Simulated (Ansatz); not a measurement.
The starting structures come from a database of crystals and need not be the phases stable at ambient conditions.

By PBEsol, the system below comes out a metal.

Crystal: ScPt (Pm-3m, CsCl type, not sure to be the ambient phase, 2 atoms a cell, 17.8 Å³ an atom, -4 GPa at this level); planes in its conventional cell.

Calculation: PBEsol (plane waves, PAW; Ansatz, a quantum-chemistry and plane-wave program).

G/A = (e²/h) × open channels of both spins per area, as a mean over 0.1 eV about the Fermi level, without spin-orbit coupling, for the cells as given.

```
plane  area (Å²)  G/A (10¹⁵ S/m²)
-----  ---------  ---------------
(110)       15.3              1.0
(001)       10.8              [?]
(111)       18.7              [?]
```

### Question
What belongs in the gaps?

### Answer

- (001), G/A (10¹⁵ S/m²): 0.87
- (111), G/A (10¹⁵ S/m²): 1.1
